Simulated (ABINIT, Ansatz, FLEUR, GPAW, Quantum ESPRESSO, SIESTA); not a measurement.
One structure in several programs: PbO₂ (P4_2/mnm, 6 atoms in the cell)

Self-consistent single point.

```
CELL_PARAMETERS angstrom
      4.94851     0.00000     0.00000
      0.00000     4.94851     0.00000
      0.00000     0.00000     3.37730
ATOMIC_POSITIONS crystal
  Pb 0.00000 0.00000 0.00000
  Pb 0.50000 0.50000 0.50000
  O  0.30743 0.30743 0.00000
  O  0.69257 0.69257 0.00000
  O  0.19257 0.80743 0.50000
  O  0.80743 0.19257 0.50000
```

Shared settings, as Ansatz (an electronic-structure program) writes them: kpoints.mp_grid.grid = 1 1 1; scf.occupations.method = gaussian; scf.occupations.width = 0.1 eV. Potentials and cutoffs stand in the table.

```
code                                                                                                                                model  pressure (GPa)  largest force (eV/Å)           cutoff
----------------  -----------------------------------------------------------------------------------------------------------------------  --------------  --------------------  ---------------
SIESTA            GGA PBE, numerical atomic orbitals DZP, PseudoDojo PBE standard norm-conserving potentials (rewritten from UPF to PSML)           49.42                 1.564      grid 300 Ry
Ansatz                                                                                                                     PBE, PAW files           44.06                 1.598          default
GPAW                                                                                         PBE, GPAW PAW datasets PBE (gpaw-data 1.0.1)               –                 1.562           900 eV
Quantum ESPRESSO                                                                           PBE, GBRV 1.5 ultrasoft (PBE) pseudopotentials           43.84                 1.590            40 Ry
FLEUR                                                                        PBE, all-electron FLAPW (FLEUR), scalar-relativistic valence               –                 1.560  Kmax 4.4 1/bohr
ABINIT                                                           PBE, norm-conserving pseudopotentials (PseudoDojo nc-sr-05 PBE standard)           43.97                 1.585            42 Ha
```

A dash marks a value that a program does not give, or that is left out as unsure.

On Ansatz's run: spin-orbit coupling is off.

The spread over the programs that give each value: pressure within 5.58 GPa; largest force within 0.038 eV/Å.

SIESTA uses small atom-centred bases, whose incompleteness enters pressures, forces and empty levels differently from a plane-wave cutoff. FLEUR treats all electrons, but the usual bases taken here (sphere radii, linearisation, local orbitals, empty states) were not tested for convergence, so the values are no reference for the others. Ansatz's pressure is given at a fixed set of plane waves, as the other plane-wave codes print theirs; with its correction for the finite basis it is 44.38 GPa (the shift of 0.32 GPa shows how far the cutoff is from converged). The pressure of GPAW is left out: its cutoff lies under the one at which its stress was checked. In the pressure, SIESTA (by 5.45) lies more than 1 GPa from the median of the plane-wave programs.

On the base mesh (6 6 9) the same programs gave: Ansatz pressure 9.83 GPa; Quantum ESPRESSO pressure 9.64 GPa; ABINIT pressure 9.68 GPa; SIESTA pressure 14.94 GPa.

The values differ from the base mesh's, so the mesh still matters here: the table compares the programs at equal settings.

The starting cell comes from a database of computed structures (which also holds hypothetical and non-ambient phases and stackings), without a prior relaxation at this level. Its lattice was rescaled by a random factor within 2.5 % of one.

Left out of this page: CP2K (on another mesh).

Keys are those of Ansatz 0.2.
